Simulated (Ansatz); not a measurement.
Consider a periodic stack without vacuum, hcp Ru (1 0 0) on tetragonal BaTiO3 (1 1 0) (film strained to the substrate, faces as cut): substrate slab Ba4Ti4O14, film Ru16, surface cells [[0, 1], [-1, 0]] and [[2, 0], [0, 1]], film strained by -2.1 and +3.6 %, faces O/O and Ru/Ru as cut (like faces can put a slab off its formula). Its start:

```
CELL_PARAMETERS angstrom
      5.63666     0.00000     0.08341
      0.00000     4.20232     0.09506
     -0.11775     1.23909    22.82480
ATOMIC_POSITIONS crystal
  Ba 0.28711 0.92016 0.09398
  Ti 0.78688 0.44402 0.10370
  O  0.78627 0.87029 0.10551
  O  0.03462 0.41198 0.04335
  O  0.54495 0.41168 0.04310
  Ba 0.78240 0.87271 0.22524
  Ti 0.28284 0.38620 0.22435
  O  0.28232 0.82001 0.22388
  O  0.53103 0.36072 0.16327
  O  0.03729 0.36156 0.16351
  Ba 0.27967 0.81868 0.34892
  Ti 0.78027 0.33123 0.34960
  O  0.77955 0.76436 0.35039
  O  0.03105 0.31298 0.28732
  O  0.53106 0.31503 0.28712
  Ba 0.77971 0.74886 0.48009
  Ti 0.27982 0.28250 0.47058
  O  0.27921 0.71017 0.46902
  O  0.53155 0.25073 0.41078
  O  0.02482 0.25434 0.41146
  O  0.03763 0.19080 0.53195
  O  0.52565 0.19912 0.53097
  Ru 0.53850 0.13114 0.61561
  Ru 0.05584 0.13026 0.61654
  Ru 0.29914 0.60330 0.65002
  Ru 0.79747 0.59660 0.64957
  Ru 0.30409 0.06356 0.72147
  Ru 0.80252 0.06157 0.71816
  Ru 0.04987 0.54590 0.75137
  Ru 0.55332 0.54620 0.75203
  Ru 0.04601 0.01131 0.82297
  Ru 0.55179 0.01134 0.82370
  Ru 0.79966 0.49622 0.85569
  Ru 0.29781 0.49739 0.85463
  Ru 0.79491 0.96846 0.92701
  Ru 0.29399 0.96888 0.92416
  Ru 0.54726 0.45992 0.95810
  Ru 0.04056 0.46008 0.95836
```

The start was prepared with a machine-learned potential, and the result is one local minimum, with the in-plane cell held and forces under 0.04 eV/Å; the film can end far from its bulk form.

Method: PBE (plane waves to 420 eV, PAW; Ansatz, a first-principles code). No spin–orbit coupling; the runs are not spin-polarised; PBE gaps are too small against experiment. Its k-point mesh 6×7×1, Fermi–Dirac width 0.05 eV.

Question: Predict the relaxed interface.

Answer: 
- interface area: 23.7 Å²
- period: 22.77 Å
- gaps between the outermost planes at the two interfaces: 1.87 and 1.87 Å
- Ba–Ru contacts across the interfaces within 1.22 times the sum of covalent radii: 10, mean 3.92 Å
- Ru–Ti contacts across the interfaces within 1.22 times the sum of covalent radii: 4, mean 3.64 Å
- O–Ru contacts across the interfaces within 1.22 times the sum of covalent radii: 4, mean 1.87 Å
